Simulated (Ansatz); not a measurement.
fcc Al (0 0 1) on cubic KTaO3 (0 0 1) (film strained to the substrate, started from cuts of the bulks and a machine-learned relaxation; slabs K3Ta4O11 and Al12, which can lie off the formulas)

A periodic stack without vacuum, fcc Al (0 0 1) on cubic KTaO3 (0 0 1) (film strained to the substrate, started from cuts of the bulks and a machine-learned relaxation; slabs K3Ta4O11 and Al12, which can lie off the formulas): substrate slab K3Ta4O11, film Al12, surface cells [[0, 1], [-1, 0]] and [[0, -1], [2, 1]], film strained by -0.4 and -0.4 %, outermost planes OTa/OTa and Al/Al as cut, which need not be the usual terminations and can put a slab off its formula.

The start was prepared with a machine-learned potential, and the result is one local minimum, with the in-plane cell held and forces under 0.04 eV/Å; the film can end far from its bulk form.

These are PBE (plane waves to 420 eV, PAW; Ansatz, a first-principles code) values and carry that method's errors. No spin–orbit coupling; the runs are not spin-polarised; PBE gaps are too small against experiment. Its k-point mesh 8×8×1, Fermi–Dirac width 0.05 eV.

The interface area is 16.2 Å², the period comes out as 28.19 Å and the heights between the nearest atoms of the two slabs at the two interfaces comes out as 2.90 and 2.91 Å. The Al–Ta contacts across the interfaces within 1.22 times the sum of covalent radii is 2, mean 3.11 Å.

```
CELL_PARAMETERS angstrom
      4.02460     0.00000    -0.00017
      0.00000     4.02459    -0.00326
      0.66913    -2.03447    28.18736
ATOMIC_POSITIONS crystal
  K  0.01029 0.01292 0.12429
  Ta 0.53407 0.46345 0.05555
  O  0.01122 0.48532 0.05193
  O  0.51263 0.98895 0.05219
  O  0.50282 0.52433 0.12397
  K  0.98124 0.09092 0.26794
  Ta 0.49506 0.55265 0.19715
  O  0.99300 0.55666 0.19609
  O  0.49347 0.05788 0.19612
  O  0.48144 0.59449 0.26790
  K  0.95229 0.16009 0.41156
  Ta 0.46737 0.62532 0.33874
  O  0.96991 0.63007 0.33972
  O  0.46931 0.13123 0.33972
  O  0.46051 0.67135 0.41186
  Ta 0.42823 0.68126 0.48031
  O  0.95195 0.70661 0.48385
  O  0.44995 0.20963 0.48365
  Al 0.01492 0.89073 0.65925
  Al 0.51420 0.39179 0.65915
  Al 0.52267 0.85532 0.58832
  Al 0.02808 0.35731 0.58691
  Al 0.99377 0.96904 0.80463
  Al 0.49402 0.46793 0.80392
  Al 0.50601 0.93096 0.73158
  Al 0.00701 0.43111 0.73092
  Al 0.97173 0.04132 0.94867
  Al 0.47489 0.53701 0.94717
  Al 0.48446 0.00163 0.87633
  Al 0.98419 0.50057 0.87633
```
